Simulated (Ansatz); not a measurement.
The parent structure is YN in the rock salt structure (space group Fm-3m, No. 225; a = 4.856 Å). Axes: x, y, z lie along the cube axes.

All numbers come from PBEsol in Ansatz (plane waves to 420 eV, PAW, no SOC).

For the base:

- Volume per atom = 14.31 Å³

It is then changed as follows: uniaxial stress, 8 GPa compression along x, with the cell and atoms free to relax against it.

**Question.** Estimate the effect on the volume per atom and energy relative to the base.

**Answer.** The volume per atom drops by 0.19 Å³ to 14.12 Å³; the energy grows by 7.6 meV/atom.

The mesh was chosen for an insulator and is coarse for the gapless case. Load acts through the strain it causes; cell and atoms are relaxed under it. Beyond what the load breaks, stability against distortions was not tested. All final runs are without spin polarisation.

Ansatz is a quantum-chemistry and plane-wave program.
